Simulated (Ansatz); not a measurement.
As (model structure, started from the lonsdaleite type, P6₃/mmc, No. 194, 4 atoms in the cell)

Calculation: r²SCAN+rVV10 in Ansatz (PAW).

Settings: plane-wave cutoff 560 eV, 18×18×10 k mesh (along the axes of the cell as run), Fermi–Dirac smearing 0.05 eV, scalar-relativistic PAW data made under PBE.

Cell (relaxed at this level):

```yaml
crystal:
  lattice:
    - [4.56358, 0.00000, 0.00000]
    - [-2.28179, 3.95218, 0.00000]
    - [0.00000, 0.00000, 5.70355]
  atoms:
    - { symbol: As, position: [0.33333, 0.66667, 0.03563] }
    - { symbol: As, position: [0.66667, 0.33333, 0.53563] }
    - { symbol: As, position: [0.66667, 0.33333, 0.96437] }
    - { symbol: As, position: [0.33333, 0.66667, 0.46437] }
```

| Property | Value |
|---|---|
| band gap | zero (no gap) |

Note: the relaxation could raise the start's symmetry but not lower it, so the cell can be a saddle point.

Spin–orbit coupling is not included.

A model structure was made by putting elements into a prototype or built by hand; it is no filed structure, need not be a known phase, and can be a saddle point held by its symmetry.

Ansatz is a quantum-chemistry and plane-wave program.
